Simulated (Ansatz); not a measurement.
ZnSe under load (space group I-4m2): band-edge transport data

Input:

```xyz
2
Lattice="0.0000 2.7725 2.9412 2.7725 0.0000 2.9412 2.7725 2.7725 0.0000" Properties=species:S:1:pos:R:3 pbc="T T T"
Zn     0.0000     0.0000     0.0000
Se     1.3862     1.3862     1.4706
```

Computed with r2SCAN with spin-orbit coupling, rigid bands (plane waves, PAW; Ansatz, an electronic-structure program). Condition of this run: uniaxial stress along [001] of -2.4 GPa (compression positive) (the target of the relaxation). How the cell was made: cell and atoms relaxed with PBEsol, then loaded as said.

| Quantity | Value |
|---|---|
| band gap | 1.67 eV |
| electron conductivity mass (300 K, dilute) | 0.133 mₑ |
| hole conductivity mass (300 K, dilute) | 0.46 (x), 0.46 (y), 0.78 (z) mₑ |
| effective density of states N_c (300 K) | 1.2e18 cm⁻³ |
| effective density of states N_v (300 K) | 7.6e18 cm⁻³ |
| density-of-states mass, electrons | 0.133 mₑ |
| density-of-states mass, holes | 0.45 mₑ |
| Seebeck coefficient, n-type 1e19 cm⁻³, 300 K | -81 μV/K |
| Seebeck coefficient, p-type 1e19 cm⁻³, 300 K | 242 μV/K |
| best p-type power factor at 300 K for τ = 10 fs (best axis; densities from 1e16 to 1e21 cm⁻³ tried, whether or not they can be reached) | 8.2 μW/(cm·K²) at 3e20 cm⁻³ |

Rigid bands; masses and Seebeck coefficients take one relaxation time τ for all states and one kind of carrier; polarons and phonon drag are left out. Geometry: cell and atoms relaxed with PBEsol.
